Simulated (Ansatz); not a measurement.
L1₂ (Cu3Au-type) Ni₃Si

These are LDA in Ansatz (plane waves, PAW) values and carry that method's errors.

Settings: plane-wave cutoff 520 eV, 18×18×18 k mesh, Fermi–Dirac smearing 0.021 eV (set by the program), no spin polarisation, scalar-relativistic PAW data made under PBE.

Cell: measured lattice: a = b = c = 3.5098 Å, α = β = γ = 90.00°.

```yaml
elastic constant C11: 278 GPa
elastic constant C12: 135 GPa
elastic constant C44: 116 GPa
Voigt–Reuss–Hill bulk modulus: 183 GPa
polycrystal shear modulus (Hill average): 95.5 GPa
young_modulus: 244 GPa
poisson_ratio: 0.277
```

Note: the cell isn't this level's own, so it is under some stress, which shifts stiffness and frequencies.

Elastic constants are with the ions relaxed.

Static lattice: no zero-point or thermal effects.

It cost roughly 13 core-minutes of CPU time.

Ansatz is a first-principles code.
